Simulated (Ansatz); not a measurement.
A periodic model of amorphous Si$_{24}$O$_{49}$H$_{2}$:

```xyz
75
Lattice="10.2902 0.0000 0.0000 0.0000 10.2902 0.0000 0.0000 0.0000 10.2902" Properties=species:S:1:pos:R:3 pbc="T T T"
Si     1.3185     9.3231     6.4266
Si     3.6975     3.5592     2.5661
Si     1.8204     3.9752     1.2400
Si     4.4274     7.1175     9.3312
Si     7.2829     3.9551     4.2926
Si     2.1148     8.8488     3.4760
Si     4.8393     8.4752     4.4624
Si     4.6159     5.3481     5.0043
Si     4.0233     9.9505    10.0177
Si     0.0069     4.7634     5.0862
Si     0.3295     2.0604     6.4862
Si     6.1552     4.7706     9.6952
Si     9.9466    10.1621     2.8131
Si     6.3829     2.7657     1.7888
Si     0.5527     6.3609     2.4634
Si     4.2087     9.1249     7.3485
Si     9.0032     5.9541     9.1153
Si     8.2532     1.2998     4.8311
Si     9.3880     7.2313     6.5333
Si     8.9545     8.1747     1.0548
Si     3.7083     4.7534     7.9466
Si     6.9090     0.0346     0.6250
Si     7.7895     8.7714     4.5225
Si     0.9506     3.6518     8.8668
O      0.0456     5.0221     8.8840
O      1.6618     8.6119     5.0062
O      4.9196     2.4893     2.5126
O      5.2905     0.0269     0.6635
O      2.1112     3.0327     2.5928
O      8.5100     6.6234     7.7324
O      6.0734     3.4641     0.3642
O      1.1919     0.6741     6.2689
O      0.2397     2.4501     8.0554
O      7.5620    10.1931     5.2658
O      7.0523     2.3779     4.6701
O     10.2235     8.5964     6.9205
O      7.5919     0.2100     9.4459
O      4.7471     9.3901     5.8313
O      3.8125     4.9322     6.3406
O      3.8998     4.6179     3.7572
O      1.6498     7.5636     2.5963
O      9.0837     1.7472     6.1298
O      7.1875     3.9177     2.6545
O      7.7714     4.9794     9.5506
O      7.2120     1.3599     1.5934
O      0.1268     6.0329     6.1051
O      8.7337     4.4290     4.8055
O      9.2646     7.3137    10.0000
O      3.7342     9.0496     3.3877
O      2.5735     8.9279     7.3761
O      5.0063     7.8126     7.9446
O      9.3602     6.9911     2.1605
O      1.1104     3.0918     0.0973
O      5.5652     6.2494    10.1406
O      8.2060     7.5257     5.4497
O      9.2666     1.2161     3.4928
O      3.2835     6.0884     8.7923
O      7.4374     8.8278     1.1201
O      3.4449     4.3376     1.1067
O      2.4509     3.7636     8.2204
O      3.7860     8.3218    10.2136
O      0.7744     3.4056     5.6198
O      0.6381     5.3505     3.7240
O      9.8274     9.5883     1.2650
O      2.7024     0.5120     0.1027
O      1.2938    10.1978     2.9968
O      5.2294     4.3071     8.4103
O      6.1828     4.8999     5.0155
O      0.9885     5.3725     1.2523
O      6.3433     8.4763     3.8174
O      9.1387     8.9975     3.6341
O      4.4370     0.0234     8.4542
O      4.4573     6.9460     4.8270
H      7.5295     1.0590     8.9852
H      2.2683     0.4129     0.9650
```

These are PBE, scalar-relativistic without spin-orbit coupling (plane waves to 420 eV, PAW; Ansatz, a program for electronic structure) values and carry that method's errors.

A CHGNet melt-quench gave the starting glass, which DFT then relaxed. O atoms were pushed apart under 1.9 Å during the dynamics, to hinder bonds among them. The hot cell started wider than the set density and was brought back towards it in steps. It is the lowest in DFT energy of 2 quenches. It is a model cell: composition and starting density were chosen by hand, and all elements were melted together. No dispersion term was used. Its density started from a set value of 2.23 and ended at 2.23 g/cm³. The simulated quench (nominally 200 K/ps over its main leg) is rapid and tends to freeze in more defects than a deposited or slowly cooled glass has. One small periodic cell is one sample of the glass; other quenches scatter about these values. The volume was held where the preparation left it, at a PBE pressure of 1.4 GPa. Stress components on the final sampling reach 4.5 GPa.

Bonds are counted up to Si-Si 2.60 Å, Si-O 1.90 Å, Si-H 1.70 Å, O-O 1.58 Å, O-H 1.16 Å, H-H 0.90 Å. Two cations that share two anions don't count as bonded, nor two that share one unless they lie closer than Si-Si 2.38 Å.

Problem. Give the coordination numbers, mean bond lengths and angles.

Solution. 
```yaml
Mean coordination of Si by anions: 4.00 (24 with 4)
Mean coordination of O: 2.00 (49 with 2)
Mean coordination of H: 1.00 (2 with 1)
Mean Si-O bond: 1.636 Å (spread 0.018 Å, 96 counted)
Mean O-H bond: 0.969 Å (spread 0.001 Å, 2 counted)
Bond angle at Si: mean 109.5°, spread 6.0°
Bond angle at O: mean 133.2°, spread 15.4°
```

Problem. List the pairs of like atoms that count as bonded by the rules above.

Solution. There are none by these rules.
